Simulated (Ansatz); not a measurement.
## monoclinic HfO2: the defect F on the O site (F_O)

Computed with PBE, PAW (plane waves to 420 eV; Ansatz, an electronic-structure program). A 2×2×2 supercell of 96 sites was used; the energies come from a 2×2×2 shifted sampling of its zone. Site at the start: the O(1,3-fold) site. Charged cells carry a point-charge image correction with potential alignment at far atoms. Dielectric constants: PBE linear response of the host. Host gap at this level: 4.04 eV. A cell of this size leaves errors of a few tenths of an eV. The semilocal functional narrows the gap, so deep levels can fall outside it. Spin–orbit coupling is left out, which matters for these heavy elements. Each state is the lowest found from its start.

Formation energies E_f are given with the Fermi level at the valence-band maximum. Chemical conditions: Hf-rich (Δμ(O) = -5.19 eV, Δμ(F) = -4.64 eV, bounded by HfF4 (C2/c); only phases computed here count, gases as isolated molecules at 0 K); O-rich (Δμ(O) = 0.00 eV, Δμ(F) = -2.04 eV, bounded by HfF4 (C2/c); only phases computed here count, gases as isolated molecules at 0 K). Reference phases: F: F2 molecule in a box, O: O2 molecule in a box.

```csv
charge,moment (μB),point group,largest move off a lattice site (Å),image correction with alignment (eV),"E_f, Hf-rich (eV)","E_f, O-rich (eV)"
+1,not spin-polarised,C1,0.15,0.09,-3.10,-0.50
0*,quenched,C1,0.15,–,–,–
−1*,not spin-polarised,C1,0.16,–,–,–
```

* At this level the carrier isn't localised at the defect: at charge 0 electrons occupy the conduction band; at charge −1 electrons occupy the conduction band. Such a state is shallow or no state of the defect, and this cell gives it no level.

Point groups are those of the whole cell at tolerances of 0.03 and 0.1 Å ("near" where only the looser one holds); none is given for unsettled states.

Starting moments that weren't kept: charge 0 began with 1 μB and ended with 0.0.

Flagged in the runs: a host whose relaxation on this sampling wasn't shown to rest.

All states together cost around 4 core-hours (rough).
